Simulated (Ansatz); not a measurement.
Symmetric slabs, relaxed from ideal cuts in 1x1 cells, of elemental solids: work function (eV) by functional, in Ansatz (plane waves, PAW). All structures are PBE's; the other columns are single points with references at the same level. No spin-orbit coupling, Hubbard U or dispersion. The rows are a random draw from the class, without slabs that broke up, higher cuts of a face and adsorbates that left their site.

```json
[
 {"system": "hcp Tl (20-23), ideal cut with outer spacing 0.20 Å", "PBE (eV)": "3.50", "r2SCAN (eV)": "3.51"},
 {"system": "hcp Os (31-43), ideal cut with outer spacing 0.10 Å", "PBE (eV)": "4.95", "r2SCAN (eV)": "4.99"},
 {"system": "fcc Pb (332), ideal cut with outer spacing 0.54 Å", "PBE (eV)": "3.80", "r2SCAN (eV)": "3.86"},
 {"system": "hcp Sc (31-42), ideal cut with outer spacing 0.25 Å", "PBE (eV)": "3.15", "r2SCAN (eV)": "3.17"},
 {"system": "hcp Y (11-23), ideal cut with outer spacing 0.66 Å", "PBE (eV)": "2.92", "r2SCAN (eV)": "2.90"},
 {"system": "hcp Zr (31-40), ideal cut with outer spacing 0.52 Å", "PBE (eV)": "3.43", "r2SCAN (eV)": "3.41"},
 {"system": "hcp Zr (31-43), ideal cut with outer spacing 0.12 Å", "PBE (eV)": "3.61", "r2SCAN (eV)": "3.61"},
 {"system": "hcp Ti (31-41), ideal cut with outer spacing 0.12 Å", "PBE (eV)": "3.58", "r2SCAN (eV)": "?"}
]
```

Task: Fit a straight line y = a·x + b by least squares to the 7 complete rows (x: PBE (eV); y: r2SCAN (eV)).

Result: the means are x̄ = 3.6229 and ȳ = 3.6357; Σ(x − x̄)² = 2.5627 and Σ(x − x̄)(y − ȳ) = 2.6337, so a = 1.028 and b = ȳ − a·x̄ = -0.087. The largest residual is 0.042.

Task: What does the line predict for the withheld row, hcp Ti (31-41), ideal cut with outer spacing 0.12 Å, and what did the calculation give?

Result: the line gives 3.59; the calculation gave 3.60, a miss of 0.01, of the size of the fitted rows' scatter and rounding.

Ansatz is a quantum-chemistry and plane-wave program.
